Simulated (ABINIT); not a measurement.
**Equation of state of CsCl-type AuZn (space group 221): energy against volume (ABINIT, LDA)**

```xyz
2
Lattice="3.0275 0.0000 0.0000 0.0000 3.0275 0.0000 0.0000 0.0000 3.0275" Properties=species:S:1:pos:R:3 pbc="T T T"
Zn     1.5137     1.5137     1.5137
Au     0.0000     0.0000     0.0000
```

Method of the run: LDA (PW92), norm-conserving pseudopotentials (PseudoDojo nc-sr-04 LDA standard) (plane waves; ABINIT). Settings: pseudos = [Zn.upf, Au.upf]; ecut = 110 Ry; occopt = 3; tsmear = 0.05 eV; ngkpt = 16 16 16; nshiftk = 1; shiftk = 0 0 0; potentials = PseudoDojo nc-sr-04 LDA standard; nband = 27; kptopt = 1; nstep = 60; tolvrs = 1e-10. The cell above is the first row's. The rows scale it uniformly. In all rows fractional positions and the k mesh are held. E is the free energy at the stated smearing, counted from the lowest row.

```csv
V (Å^3/atom),E (meV/atom)
13.8745,33.18
14.1761,14.41
14.4777,3.68
14.7793,0.00
15.0810,2.52
15.3826,10.46
15.6842,23.14
15.9858,?
```

The 7 complete rows are fitted with the third-order Birch-Murnaghan form, a cubic in V^(-2/3), E against V. With u = V^(-2/3) - 0.166, the rows have u = 0.007190, 0.004724, 0.002345, 0.000047, -0.002175, -0.004324, -0.006403. Least squares gives E = -0.002 + 140.97·u + 603381·u² + 2631459·u³. Residuals (row less fit): -0.002, 0.003, -0.001, -0.006, 0.001, 0.003, -0.002; standard error 0.005 (degrees of freedom: 3). Its minimum lies at u = -0.000117, so V0 = (0.165883)^(-3/2) = 14.80. There d²E/du² = 1205000 and d³E/du³ = 1.579e7, so B0 = (4/9) × 14.80^(-7/3) × 1205000 × 0.160218 = 160 GPa (the last factor turns the table's units into GPa), and B0' = 4 + (2/3) × 0.165883 × (1.579e7)/1205000 = 5.4. The program's pressures in the fitted runs (not shown) pass through zero at V = 14.80, 0.01 % from this V0.

Estimate the missing E (V = 15.9858); what did the run itself give?

u = -0.008417, so E = -0.002 + 140.97 × (-0.008417) + 603381 × (-0.008417)² + 2631459 × (-0.008417)³ = 39.989 meV/atom. The calculation gives 39.99 meV/atom, which the fit meets to the printed digits. The row lies outside the fitted rows, so this is an extrapolation. From the scatter of the fitted rows alone, a prediction at this place has a standard error of 0.013 meV/atom, so the miss is 0.1 times that.

Carrying the step between the two nearest rows on in a straight line would have given 35.82, off by 4.17; series whose last step already gives the withheld value aren't shown. The scan was laid around a cell of about the measured size, scaled by a guess for this functional. The runs keep the symmetry of the cell, so they don't test it for distortions. Spin-orbit coupling is off. 1 of the planned runs didn't end soundly and are left out. Cutoffs and mesh are single choices, not tested for convergence of this quantity. Series with a scatter that would blur these digits, or in which a gap closes, are not shown. Nor are scans whose minimum lies at an end fitted in this form.
